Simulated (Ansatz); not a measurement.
Base system: La2O3 (space group P-3m1, No. 164).

Space group P-3m1 (No. 164); a = b = 3.940 Å, c = 6.188 Å, α = β = 90.00°, γ = 120.00°

```csv
atom,site,symmetry,x,y,z
La,2d,3m.,0.3333,0.6667,0.2474
O,1a,-3m.,0.0000,0.0000,0.0000
O,2d,3m.,0.6667,0.3333,0.3547
```

Method: PBE/PAW in Ansatz (a quantum-chemistry and plane-wave program), no spin-orbit coupling, earlier PAW set.

Base values:

| Quantity | Value |
|---|---|
| Band gap | 3.83 eV |

One thing is altered: a negative pressure, −2 GPa.

Problem. What does the calculation give for the band gap after the change?

Solution. The band gap shrinks by 0.017 eV, from 3.83 eV to 3.82 eV.

Load acts through the strain it causes; cell and atoms are relaxed under it. Gaps are Kohn–Sham eigenvalue differences; semilocal functionals usually give less than the measured gap. Whether these cells are dynamically stable was not tested.
